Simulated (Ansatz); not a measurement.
Base system: SiC in the wurtzite structure (space group P6_3mc, No. 186; a = 3.092 Å, c = 5.074 Å). Axes: x lies along a and z along c of the hexagonal cell.

(Cell as relaxed with PBE.)

Levels (all Ansatz, an electronic-structure program, PAW, earlier PAW set): PBE (420 eV, no spin-orbit coupling); r2SCAN (500 eV, no SOC).

Each level relaxes its own structure.

| base | PBE | r2SCAN |
|---|---|---|
| volume per atom | 10.50 Å³ | 10.34 Å³ |
| lattice parameter a | 3.092 Å | 3.075 Å |
| band gap | 2.31 eV | 2.65 eV |

Modification: biaxial strain −0.98 %, plane normal [001], relaxed out of plane (Cartesian); in-plane vectors clamped, the third vector and the atoms free.

```tsv
quantity	PBE	r2SCAN
pressure (mean of the normal stresses, compression positive)	3.98 GPa	?
valence-band top at Γ (three highest levels, from the VBM)	0.00, 0.00, -0.23 eV	?
band gap	2.18 eV	?
```

Question: What does r2SCAN give?

Answer: 
- pressure (mean of the normal stresses, compression positive), r2SCAN: 4.31 GPa
- valence-band top at Γ (three highest levels, from the VBM), r2SCAN: 0.00, 0.00, -0.23 eV
- band gap, r2SCAN: 2.53 eV

PBE's pressure lies 0.33 GPa below r2SCAN's; PBE's band gap lies 0.35 eV below r2SCAN's; the two agree on the valence-band top at Γ. Neither level is exact; r2SCAN is the comparison here, not a measurement.

No phonon test of stability was made.
